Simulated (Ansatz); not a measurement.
ZnS under load (space group R3m), r2SCAN with spin-orbit coupling, rigid bands (Ansatz, a first-principles code). Condition of this run: uniaxial stress along [111] of -3 GPa (compression positive) (the target of the relaxation). Band gap 2.63 eV, N_c = 2.24e18 cm⁻³ and N_v = 2.78e19 cm⁻³ at 300 K, conductivity masses of 0.205 mₑ (electrons) and 0.761 mₑ (holes). Take k_BT = 0.02585 eV.

### Question
What thermal injection velocity √(2k_BT/πm) limits a ballistic channel?

### Answer
1.19e7 cm/s for electrons and 6.17e6 cm/s for holes, a ratio of √(m_h/m_e) = 1.93, for dilute carriers.

### Question
Find the intrinsic carrier density and the intrinsic Fermi level.

### Answer
n_i = √(N_c N_v) exp(−E_g/2k_BT) = 7.89e18 × exp(−50.87) = 6.4e-4 cm⁻³. The level lies (k_BT/2) ln(N_v/N_c) = 33 meV from mid-gap (positive towards the conduction band). Each 0.1 eV added to the gap lowers n_i by a factor of 6.9.

### Question
A film of it is 8 nm thick. Estimate the confinement energies in an infinite well.

### Answer
ħ²π²/(2m t²) = 0.376 eV·nm²/(m/mₑ × t²) gives 28.7 meV for electrons and 7.72 meV for holes, so the gap would widen to about 2.67 eV. Finite barriers and nonparabolic bands lower this, and with several valleys or bands the heaviest mass along the normal sets the lowest level, not this average.

Rigid bands with the computed gap; masses take one relaxation time for all states. Geometry: cell and atoms relaxed with PBEsol.
